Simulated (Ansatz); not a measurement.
Take CsBi₂ in the cubic Laves (MgCu2 type) structure (space group Fd-3m, No. 227; a = 9.627 Å; a cell from a computed database, its experimental status unchecked) as the base.

One thing is altered: cell and atoms relaxed at a pressure of 7.5 GPa.

Levels (all Ansatz, a first-principles code, PAW): PBEsol (420 eV, no spin-orbit coupling); PBEsol+SOC (420 eV, noncollinear with spin-orbit coupling).

The geometry is relaxed with PBEsol.

- PBEsol pressure: 7.5 GPa

Task: What does PBEsol+SOC give at this geometry for the pressure?

Result: The pressure increases by 0.2 GPa (7.5 GPa → 7.7 GPa).

Single points use the geometry relaxed with PBEsol. Differences between runs with and without spin-orbit coupling are approximate. Load acts through the strain it causes; cell and atoms are relaxed under it. No phonon test of stability was made. No other phases were tried under pressure.
